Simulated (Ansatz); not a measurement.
A self-consistent single point of the (001) slab of Au (cut from a parent of space group no. 225; 4 atoms in the cell) with Ansatz (an electronic-structure program).

Level of theory: PBEsol, PAW files made with PBE (plane waves; Ansatz).

```
CELL_PARAMETERS angstrom
      2.87634     0.00000     0.00000
     -2.87634     2.87634     0.00000
      0.00000     0.00000    20.10160
ATOMIC_POSITIONS crystal
  Au 0.00000 0.00000 0.44941
  Au 0.00000 0.50000 0.34823
  Au 0.00000 0.00000 0.65177
  Au 0.00000 0.50000 0.55059
```

Reference input (self-consistent single point, DFT, PBEsol, plane waves, PAW files made with PBE): basis.ecutwfc = 30.9 Ry; kpoints.mp_grid.grid = 15 15 1; hamiltonian.xc = pbesol; hamiltonian.pseudopotentials = {kind: paw} (the program's default PAW files); scf.occupations.method = fermi_dirac; scf.occupations.width = 0.0073 Ry. This run's input differs from it in these lines:

Ansatz 0.2 input:
```diff
@@ -13,3 +13,3 @@
 kpoints:
-  mp_grid: { grid: [15, 15, 1] }
+  mp_grid: { grid: [10, 10, 1] }
 hamiltonian:
```

Output, abridged:

```
SCF iter   1: F=—  HF=-52035.357200 eV  |F-HF|=—  |Δ(HF+E_count)|=         —  Δρ=4.66e-2  dr2=4.47e0  ethr=3.10e-3  ⟨swp⟩=7.9  Hψ=4113  notcnv=0  defer=4
all-band conjugate gradients solve this SCF's bands
preconditioner: auto → LDOS
SCF iter   2: F=—  HF=-52035.804793 eV  |F-HF|=—  |Δ(HF+E_count)|=   4.48e-1  Δρ=5.55e-2  dr2=4.94e0  ethr=3.10e-3  ⟨swp⟩=3.0  Hψ=2619  notcnv=0  defer=33
   [... lines left out ...]
SCF iter   6: F=—  HF=-52034.139347 eV  |F-HF|=—  |Δ(HF+E_count)|=   1.78e-5  Δρ=1.05e-4  dr2=2.10e-5  ethr=2.04e-7  ⟨swp⟩=3.4  Hψ=2006  notcnv=0  defer=34
SCF iter   7: F=—  HF=-52034.139254 eV  |F-HF|=—  |Δ(HF+E_count)|=   9.30e-5  Δρ=2.44e-5  dr2=8.26e-7  ethr=2.77e-8  ⟨swp⟩=2.0  Hψ=1395  notcnv=0  defer=34
SCF iter   8: F=—  HF=-52034.139255 eV  |F-HF|=—  |Δ(HF+E_count)|=   5.27e-7  Δρ=7.47e-6  dr2=1.28e-7  ethr=1.32e-10  ⟨swp⟩=14.8  Hψ=5248  notcnv=0
SCF iter   9: F=-52034.139255 eV  HF=-52034.139255 eV  |F-HF|=5.25e-9  |Δ(HF+E_count)|=   2.09e-8  Δρ=2.26e-6  dr2=9.29e-9  ethr=1.32e-10  ⟨swp⟩=6.8  Hψ=3846  notcnv=0
SCF 1 converged in 9 iterations: F = -52034.139255 eV  dr2 = 9.29e-9
Free energy (F): -52034.139255 eV
Internal energy: -52034.095433 eV  (E = F + TS)
E sigma→0 (E₀):  -52034.117344 eV
Entropy (-TS):   -0.043822 eV (-10.956 meV/atom)
Fermi energy:    5.262857 eV
--- Forces (eV/Å), atoms counted from 1 ---
  atom   1  Au     0.00000000     0.00000000    -0.13837457
  atom   2  Au     0.00000000     0.00000000     0.04805920
  atom   3  Au     0.00000000    -0.00000000    -0.04805920
  atom   4  Au     0.00000000     0.00000000     0.13837457
--- Stress (GPa, compression-positive) ---
       -2.523007       0.000000       0.000000
        0.000000      -2.523007       0.000000
        0.000000       0.000000      -0.011695
  P = ⅓ Tr σ = -1.6859 GPa (-16.859 kbar)
  The stress holds the Pulay correction. Without it, at fixed plane waves, as pw.x and ABINIT print it: P = -1.7051 GPa
```

The run converged in 9 iterations. Against the reference run the free energy goes up by 2.0 meV/atom and the largest force goes from 0.132 to 0.138 eV/Å.

The starting cell has typed, rounded lattice constants, without a prior relaxation at this level. The slab is cut from that crystal, and its faces are unrelaxed. Its lattice was rescaled by up to half a per cent. Spin-orbit coupling is off.
